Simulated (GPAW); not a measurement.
**Worked example: self-consistent single point of SnTe (F-43m, 2 atoms in the cell) in GPAW**

Method: PBEsol, GPAW PAW datasets PBEsol (made by gpaw-setup) (plane waves; GPAW 25.7.0).

Input as run:

```python
from ase import Atoms
from ase.units import GPa
from gpaw import GPAW

atoms = Atoms(['Sn', 'Te'],
              cell=[[0.000000, 3.611145, 3.611145],
                    [3.611145, 0.000000, 3.611145],
                    [3.611145, 3.611145, 0.000000]],
              scaled_positions=[[0.000000, 0.000000, 0.000000],
                                [0.750000, 0.750000, 0.750000]],
              pbc=True)

calc = GPAW(mode={'name': 'pw', 'ecut': 550},
            xc='PBEsol',
            kpts=(7, 7, 7),
            occupations={'name': 'fermi-dirac', 'width': 0.1},
            nbands=-8,
            convergence={'bands': -6},
            symmetry={'symmorphic': False, 'tolerance': 0.0005},
            maxiter=100)

atoms.calc = calc

energy = atoms.get_potential_energy()
print('Energy (eV):', round(energy, 6))
forces = atoms.get_forces()
print('Forces (eV/Ang):')
print(forces.round(5))
stress = atoms.get_stress()
print('Stress (GPa, Voigt):', (stress / GPa).round(4))
```

Output, abridged:

```
Input parameters:
  convergence: {bands: -6}
  kpts: [7 7 7]
  maxiter: 100
  mode: {ecut: 550,
         name: pw}
  nbands: -8
  occupations: {name: fermi-dirac,
                width: 0.1}
  symmetry: {symmorphic: False,
             tolerance: 0.0005}
  xc: PBEsol

species:
  Sn:
    name: Tin
    Z: 50.0
    valence: 14
    core: 36
    charge: 0.0
    file: Sn.PBEsol.gz

    # Using partial waves for Sn as LCAO basis

  Te:
    name: Tellurium
    Z: 52.0
    valence: 6
    core: 46
    charge: 0.0
    file: Te.PBEsol.gz

    # Using partial waves for Te as LCAO basis

Reference energy: -352647.811924  # eV

Spin-paired calculation

Convergence criteria:
 Maximum [total energy] change in last 3 cyles: 0.0005 eV / valence electron
 Maximum integral of absolute [dens]ity change: 0.0001 electrons / valence electron
 Maximum integral of absolute [eigenst]ate change: 4e-08 eV^2 / valence electron
 Maximum number of scf [iter]ations: 100

Symmetries present (total): 24
Symmetries with fractional translations: 0
343 k-points: 7 x 7 x 7 Monkhorst-Pack grid
20 k-points in the irreducible part of the Brillouin zone
       k-points in crystal coordinates                weights
   0:     0.00000000    0.00000000    0.00000000          1/343
   1:     0.14285714    0.14285714    0.00000000          6/343
   2:     0.14285714    0.14285714    0.14285714          8/343
   [... 7 lines left out ...]
          ...
  19:     0.42857143    0.42857143    0.42857143          8/343

Wave functions: Plane wave expansion
  Cutoff energy: 550.000 eV
  Number of coefficients (min, max): 2733, 2770
  Pulay-stress correction: 0.000000 eV/Ang^3 (de/decut=0.000000)

Occupation numbers: Fermi-Dirac:
  width: 0.1000  # eV

Eigensolver

Densities:
  Coarse grid: 28*28*28 grid
  Fine grid: 56*56*56 grid
  Total Charge: 0.000000

Density mixing:
  Method: separate
  Backend: pulay
  Linear mixing parameter: 0.05
  old densities: 5
  Damping of long wavelength oscillations: 50

Hamiltonian:
  XC and Coulomb potentials evaluated on a 56*56*56 grid
  External potential:
    NoExternalPotential

XC parameters: PBEsol with 2 nearest neighbor stencil

Number of atoms: 2
Number of atomic orbitals: 13
Number of bands in calculation: 18
Number of valence electrons: 20
Bands to converge: 12

Density initialized from atomic densities
  13 bands from LCAO basis set
  5 bands from random numbers

Atomic positions and initial magnetic moments

Positions:
   0 Sn     0.000000    0.000000    0.000000    ( 0.0000,  0.0000,  0.0000)
   1 Te     5.416717    5.416717    5.416717    ( 0.0000,  0.0000,  0.0000)

Unit cell:
           periodic     x           y           z      points  spacing
  1. axis:    yes    0.000000    3.611145    3.611145    28     0.1489
  2. axis:    yes    3.611145    0.000000    3.611145    28     0.1489
  3. axis:    yes    3.611145    3.611145    0.000000    28     0.1489

  Lengths:   5.106930   5.106930   5.106930
  Angles:   60.000000  60.000000  60.000000

Effective grid spacing dv^(1/3) = 0.1625

     iter     time        total  log10-change:
                         energy   eigst   dens
iter:   1 --:--:--    -7.965476   +0.23
iter:   2 --:--:--    -7.944132   -1.16  -1.33
iter:   3 --:--:--    -7.857196   -2.09  -1.39
iter:   4 --:--:--    -7.856199   -2.82  -1.68
iter:   5 --:--:--    -7.853068c  -3.36  -1.80
iter:   6 --:--:--    -7.852302c  -4.16  -2.56
iter:   7 --:--:--    -7.852280c  -5.48  -2.78
iter:   8 --:--:--    -7.852411c  -5.37  -2.95
iter:   9 --:--:--    -7.852393c  -6.79  -3.61
iter:  10 --:--:--    -7.852394c  -7.47c -3.78
iter:  11 --:--:--    -7.852394c  -6.78  -3.82
iter:  12 --:--:--    -7.852396c  -6.91  -4.14c
iter:  13 --:--:--    -7.852396c  -8.23c -4.41c

Converged after 13 iterations.

Dipole moment: (3.680406, 3.680406, 3.680406) |e|*Ang

Energy contributions relative to reference atoms: (reference = -352647.811924)

Kinetic:         +7.853649
Potential:       -9.733262
External:        +0.000000
XC:              -6.115902
Entropy (-ST):   -0.012507
Local:           +0.149373
SIC:             +0.000000
--------------------------
Free energy:     -7.858649
Extrapolated:    -7.852396

Showing only first 2 kpts
 Kpt  Band  Eigenvalues  Occupancy
  0     8      0.76876    2.00000
  0     9      0.76876    2.00000
  0    10      3.69415    0.00013
  0    11      3.69415    0.00013

  1     8      0.45031    2.00000
  1     9      1.25748    2.00000
  1    10      3.34026    0.00455
  1    11      4.22825    0.00000

Fermi level: 2.73195

Gap: 0.287 eV
Transition (v -> c):
  (s=0, k=9, n=9, [0.43, 0.29, -0.29]) -> (s=0, k=16, n=10, [0.43, 0.43, 0.00])
Direct/indirect transitions are different
Direct gap: 0.788 eV
Transition at: (s=0, k=16, n=9, [0.43, 0.43, 0.00])
Energy (eV): -7.852396

Forces in eV/Ang:
  0 Sn    0.00000   -0.00000    0.00000
  1 Te   -0.00000    0.00000    0.00000

Stress tensor:
     0.009930    -0.000000    -0.000000
    -0.000000     0.009930     0.000000
    -0.000000     0.000000     0.009930
Stress (GPa, Voigt): [ 1.591  1.591  1.591  0.    -0.    -0.   ]
```

The run converged in 13 iterations. GPAW prints stress with tension positive.

The starting cell comes from a database of computed structures (which also holds hypothetical and non-ambient phases and stackings), without a prior relaxation at this level. Spin-orbit coupling is off. The run gives no clean gap (levels at the Fermi energy touch, overlap or are partly filled at this smearing), which alone does not show that the compound is a metal. The log's line on a gap gives a spacing of levels on this mesh, which the program prints for metals too.
